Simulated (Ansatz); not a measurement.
C on the (100) surface of germanium (p(2x2) alternately buckled dimers; a constructed slab, bottom: dihydride, held), one in a cell of 66 Å², started at the site 'top Ge'

The numbers are results of PBE (plane waves to 420 eV, PAW; Ansatz, a program for electronic structure), not measurements.

Slab: 41 atoms, 11.3 Å thick at the start with caps and adatoms under the adsorbate (thin: gaps and levels are the slab's own); k 3x3x1, smearing 0.01 eV, dipole-corrected; 24 atoms held, the rest relaxed; symmetry of the start imposed; spin-polarised, no spin-orbit, no U, no dispersion correction. The starting moment vanished. At the end it is bonded to 2 Ge. In PBE it is, or lies within 0.03 eV of, the lowest of the starts that converged.

```
Quantity                                                                                                                                                                                         Result
----------------------------------------------------------------------------------------------------------------  -------------------------------------------------------------------------------------
energy of the end state, in which the adsorbate broke or entered a bond of the host, against an atom of graphite                                                                                3.11 eV
change of the step from the bottom to the top vacuum level, against the clean slab                                                                                                              0.54 eV
energy released by relaxation                                                                                                                                                                   2.46 eV
height of the binding atom over the mean of the host atoms within 0.3 Å of the top one                                                                                                          0.177 Å
magnetic moment of the cell                                                                                                                                                                     0.00 μB
largest move of a host atom                                                                                                                                                                      1.00 Å
caution                                                                                                                the clean host was not checked against rearrangement in a larger or rattled cell
caution                                                                                                           the host itself rearranges in this cell, so the energy holds part of a reconstruction
note                                                                                                                                    in the relaxation the adsorbate left its starting site by 1.4 Å
cost                                                                                                                                                                               roughly 4 core-hours
```

A negative adsorption energy means that the adsorbate is more stable on the surface than in its reference.
